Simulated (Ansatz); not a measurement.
The parent structure is BP in the zinc blende structure (space group F-43m, No. 216).

```
BP
1.0
    0.00000     2.26828     2.26828
    2.26828     0.00000     2.26828
    2.26828     2.26828     0.00000
B P
1 1
Cartesian
  0.00000   0.00000   0.00000
  1.13414   1.13414   1.13414
```

Cartesian axes are those of the cell as printed.

Calculations: Kohn–Sham DFT with the r2SCAN functional, run in Ansatz (a program for electronic structure) with PAW and 500 eV plane waves, spin-orbit coupling left out.

Strains are applied to the cell and any free atomic positions relax; under biaxial strain the out-of-plane vector relaxes too.

One change was made to it. Results:

The energy rises by 0.6 meV/atom; the volume per atom shrinks by 0.09 Å³ to 11.58 Å³.

**Question.** What was done to the base?
(A) biaxial strain −0.42 %, plane normal [111], relaxed out of plane
(B) biaxial strain −0.83 %, plane normal [111], relaxed out of plane
(C) biaxial strain −1.67 %, plane normal [111], relaxed out of plane
(D) biaxial strain −2.08 %, plane normal [111], relaxed out of plane
(E) biaxial strain −1.25 %, plane normal [111], relaxed out of plane

**Answer.** A, biaxial strain −0.42 %, plane normal [111], relaxed out of plane. For comparison, the energy relative to the base in the other runs: biaxial strain −2.08 %, plane normal [111], relaxed out of plane gives +15 meV/atom; biaxial strain −1.25 %, plane normal [111], relaxed out of plane gives +5.4 meV/atom; biaxial strain −1.67 %, plane normal [111], relaxed out of plane gives +9.8 meV/atom; biaxial strain −0.83 %, plane normal [111], relaxed out of plane gives +2.4 meV/atom.

Whether these cells are dynamically stable was not tested.
